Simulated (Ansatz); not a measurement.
## IrGa (Pm-3m, No. 221, 2 atoms in the cell; start mp-11388)

Level of theory: LDA (PAW; Ansatz, an electronic-structure program).

Settings: plane-wave cutoff 520 eV, 18×18×18 k mesh, Fermi–Dirac smearing 0.05 eV, no spin polarisation, scalar-relativistic PAW data made under PBE.

Cell (relaxed at this level):

```yaml
crystal:
  lattice:
    - [2.99835, 0.00000, 0.00000]
    - [0.00000, 2.99835, 0.00000]
    - [0.00000, 0.00000, 2.99835]
  atoms:
    - { symbol: Ga, position: [0.00000, 0.00000, 0.00000] }
    - { symbol: Ir, position: [0.50000, 0.50000, 0.50000] }
```

| Item | Result |
|---|---|
| bulk modulus | 259 GPa |

Note: the run has no spin polarisation, so it can have missed a magnetic state; the bulk modulus is −V dP/dV from two relaxed cells at ±2 % in volume; the relaxation could not lower the start's symmetry, so the cell can be a saddle point above a distorted one.

Spin–orbit coupling is not included.

It cost about 17 core-seconds (a rough figure) of CPU time.

A start named mp-… is a Materials Project structure, which need not be a measured phase.
